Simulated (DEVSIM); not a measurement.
System: abrupt Ge n-p junction, at 400 K.

```csv
layer (left to right),material,thickness (μm),Nd (cm⁻³),Na (cm⁻³),τn (s),τp (s)
1,Ge,0.700,3.5e18,-,2e-7,6e-8
2,Ge,0.680,-,2e17,2e-7,2e-7
```

Left contact: ohmic. Right contact: ohmic. Voltage is applied to the left contact. Recombination: SRH at mid-gap, radiative. Mobility is μmin + (μ − μmin)/(1 + (N/Nref)^α).

Constants are typed, rounded textbook-type inputs, not results; the design itself was drawn at random and stands for no fabricated device. Values at 300 K; Nc and Nv go as T^1.5, mobilities as T to minus their exponent, the gap by Varshni's rule with the affinity fixed.

```tsv
parameter	Ge
gap (eV)	0.664
affinity (eV)	4
permittivity	16
Nc (cm⁻³)	1.04e19
Nv (cm⁻³)	6e18
μn (cm²/Vs)	3900
μp (cm²/Vs)	1900
μn,min	150
μp,min	100
Nref,n	2.6e17
Nref,p	4e17
αn	0.56
αp	0.6
T exponent of μn	1.66
T exponent of μp	2.33
B (cm³/s)	6.4e-14
Varshni α (eV/K)	0.000477
Varshni β (K)	235
```

Model (solved in DEVSIM): 1D drift-diffusion, Boltzmann statistics, complete ionisation; no tunnelling, impact ionisation, image-force lowering or self-heating.

Q: Tabulate band edges, carrier densities and field at zero bias.

A: Energies count from the Fermi level of the right contact; mesh points crowd at the junctions.

```
x (μm)   Ec (eV)  Ev (eV)  n (cm⁻³)  p (cm⁻³)  field (V/cm)
-------  -------  -------  --------  --------  ------------
0.000      0.052   -0.572    3.5e18    5.8e11           ≈ 0
0.01491    0.052   -0.572    3.5e18    5.8e11           ≈ 0
0.04092    0.052   -0.572    3.5e18    5.8e11           ≈ 0
0.07944    0.052   -0.572    3.5e18    5.8e11           ≈ 0
0.1674     0.052   -0.572    3.5e18    5.8e11           ≈ 0
0.2789     0.052   -0.572    3.5e18    5.8e11           ≈ 0
0.4377     0.052   -0.572    3.5e18    5.8e11           ≈ 0
0.5689     0.052   -0.572    3.5e18    5.8e11           ≈ 0
0.6263     0.052   -0.572    3.5e18    5.8e11           ≈ 0
0.6651     0.052   -0.572    3.5e18    5.8e11           ≈ 0
0.6873     0.053   -0.571    3.4e18    6.0e11          3700
0.7054     0.179   -0.445    8.8e16    2.3e13        120000
0.7234     0.345   -0.279    7.1e14    2.9e15         71000
0.7548     0.471   -0.153    1.9e13    1.1e17         15000
0.8220     0.492   -0.132    1.0e13    2.0e17            84
0.9072     0.492   -0.132    1.0e13    2.0e17           ≈ 0
1.054      0.492   -0.132    1.0e13    2.0e17           ≈ 0
1.182      0.492   -0.132    1.0e13    2.0e17           ≈ 0
1.284      0.492   -0.132    1.0e13    2.0e17           ≈ 0
1.329      0.492   -0.132    1.0e13    2.0e17           ≈ 0
1.359      0.492   -0.132    1.0e13    2.0e17           ≈ 0
1.380      0.492   -0.132    1.0e13    2.0e17           ≈ 0
```
